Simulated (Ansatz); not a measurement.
Here is the system:

End structure of a constructed model of the (100) surface of fcc Pt, a layer of Mo in place of the second plane (bottom of the slab: a bare face, its two planes held):

```yaml
crystal:
  lattice:
    - [2.80721, 0.00000, 0.00000]
    - [0.00000, 2.80721, 0.00000]
    - [0.00000, 0.00000, 26.50000]
  atoms:
    - { symbol: Pt, position: [0.50000, 0.50000, 0.30866] }
    - { symbol: Pt, position: [0.00000, 0.00000, 0.38357] }
    - { symbol: Pt, position: [0.50000, 0.50000, 0.45843] }
    - { symbol: Pt, position: [0.00000, 0.00000, 0.53749] }
    - { symbol: Mo, position: [0.50000, 0.50000, 0.60918] }
    - { symbol: Pt, position: [0.00000, 0.00000, 0.67860] }
```

Set-up: 6 atoms, 10.1 Å thick at the start (thin: gaps and levels are the slab's own); mesh 13x13x1; 0.1 eV smearing; dipole correction on; 2 atoms held, the rest relaxed; start symmetry kept, larger cells not searched; no spin, no spin-orbit, no U. It is one candidate, not shown to be the stable structure of the face.

Q: Predict the work function of the top face from Ansatz (a program for electronic structure) with PBE.

A: 4.81 eV
